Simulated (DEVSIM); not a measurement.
Structure: abrupt Ge n-p junction, at 300 K.

```tsv
layer (left to right)	material	thickness (μm)	Nd (cm⁻³)	Na (cm⁻³)	τn (s)	τp (s)
1	Ge	0.990	3.6e18	-	3.4e-5	3.4e-5
2	Ge	21.0	-	2.9e13	3.4e-5	3.4e-5
```

Left contact: ohmic. Right contact: ohmic. Voltage is applied to the left contact. Recombination: SRH at mid-gap, Auger. Mobility is μmin + (μ − μmin)/(1 + (N/Nref)^α).

This is a model device: material constants are rounded textbook-type values typed into the input, and sizes, dopings and lifetimes were drawn at random. Values at 300 K.

```csv
parameter,Ge
gap (eV),0.664
affinity (eV),4
permittivity,16
Nc (cm⁻³),1.04e19
Nv (cm⁻³),6e18
μn (cm²/Vs),3900
μp (cm²/Vs),1900
"μn,min",150
"μp,min",100
"Nref,n",2.6e17
"Nref,p",4e17
αn,0.56
αp,0.6
Cn (cm⁶/s),1e-31
Cp (cm⁶/s),1e-31
```

DEVSIM, 1D drift-diffusion, Boltzmann statistics, complete ionisation; no tunnelling, impact ionisation, image-force lowering or self-heating.

Task: Tabulate band edges, carrier densities and field at -0.65 V on the left contact.

Result: Energies count from the Fermi level of the right contact; mesh points crowd at the junctions.

```csv
x (μm),Ec (eV),Ev (eV),n (cm⁻³),p (cm⁻³),field (V/cm)
0.000,0.677,0.013,3.6e18,1.2e8,≈ 0
0.02964,0.677,0.013,3.6e18,1.0e14,≈ 0
0.09405,0.677,0.013,3.6e18,3.3e14,≈ 0
0.2241,0.677,0.013,3.6e18,7.8e14,≈ 0
0.6338,0.677,0.013,3.6e18,2.2e15,≈ 0
0.8397,0.677,0.013,3.6e18,2.9e15,≈ 0
0.9345,0.677,0.013,3.6e18,3.2e15,≈ 0
0.9858,0.683,0.019,2.8e18,4.3e15,24000
1.012,0.761,0.097,1.4e17,8.7e16,6200
1.070,0.767,0.103,1.1e17,1.1e17,≈ 0
1.192,0.767,0.103,1.1e17,1.1e17,-15
1.645,0.766,0.102,1.1e17,1.1e17,-15
2.498,0.765,0.101,1.0e17,1.0e17,-16
4.426,0.762,0.098,9.2e16,9.2e16,-18
10.94,0.747,0.083,5.7e16,5.7e16,-29
16.96,0.722,0.058,2.4e16,2.4e16,-66
19.77,0.692,0.028,9.2e15,9.2e15,-180
20.98,0.655,-0.009,2.8e15,2.7e15,-620
21.67,0.520,-0.144,6.7e14,8.0e13,-4100
21.86,0.429,-0.235,5.1e14,4.6e13,-5400
21.95,0.381,-0.283,3.3e14,4.1e13,-5800
21.99,0.356,-0.308,1.1e13,4.0e13,-5900
```
